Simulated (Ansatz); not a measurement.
We consider MgS (model structure, started from the cinnabar type, Fm-3m, No. 225, 6 atoms in the cell), described by PBE-D3(BJ) (Ansatz, an electronic-structure program, plane waves, PAW).

Run with plane-wave cutoff 500 eV, 12×12×6 k mesh (along the axes of the cell as run), Fermi–Dirac smearing 0.05 eV, scalar-relativistic PAW data made under PBE.

Cell (relaxed at this level):

```yaml
crystal:
  lattice:
    - [3.64501, 0.00000, 0.00000]
    - [-1.82250, 3.15667, 0.00000]
    - [0.00000, 0.00000, 8.92784]
  atoms:
    - { symbol: Mg, position: [0.66667, 0.00000, 0.66667] }
    - { symbol: Mg, position: [0.00000, 0.66667, 0.33333] }
    - { symbol: Mg, position: [0.33333, 0.33333, 0.00000] }
    - { symbol: S, position: [0.66667, 0.00000, 0.16667] }
    - { symbol: S, position: [0.00000, 0.66667, 0.83333] }
    - { symbol: S, position: [0.33333, 0.33333, 0.50000] }
```

Task: Give the computed band gap.

Result: 
- band gap = 2.85 eV (on the SCF k mesh)

Computed values are for the static lattice.

The result took very roughly 80 core-seconds.

A model structure was made by putting elements into a prototype or built by hand; here it ended with the formula and space group of a phase in our tables.
